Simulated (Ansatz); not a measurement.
**TiSi2: biaxial strain +3.24 %, plane normal [001], relaxed out of plane**

Start from TiSi$_{2}$ (space group Fddd, No. 70; a = 4.780 Å, b = 8.232 Å, c = 8.522 Å). Axes: x, y, z lie along a, b, c of the conventional cell.

The change: tensile biaxial strain of 3.24 % in the plane normal to [001], as in epitaxy on a mismatched substrate; the out-of-plane cell vector and the atoms relax.

The values are results of plane-wave PAW DFT at the r2SCAN level (Ansatz, an electronic-structure program, 500 eV), no SOC, earlier PAW set, not measurements. Γ-centred 13×13×13 mesh, Fermi–Dirac width 0.05 eV.

The volume per atom rises by 0.794 Å³ to 14.77 Å³ and the space group remains Fddd (No. 70). The shortest interatomic distance grows by 0.013 Å, from 2.520 Å to 2.533 Å and the energy grows by 28 meV/atom. The pressure (mean of the normal stresses, compression positive) goes from zero to -6.0 GPa and the band gap remains zero. The out-of-plane strain comes out as -0.84 % (rough) and the mean in-plane stress (compression positive) comes out as -9.0 GPa (rough).

Without a gap, meshes like the base's 13×13×13 leave anisotropic stresses uncertain by several tenths of a GPa, and small strain energies with them. Whether these cells are dynamically stable was not tested. The final runs are not spin-polarised.
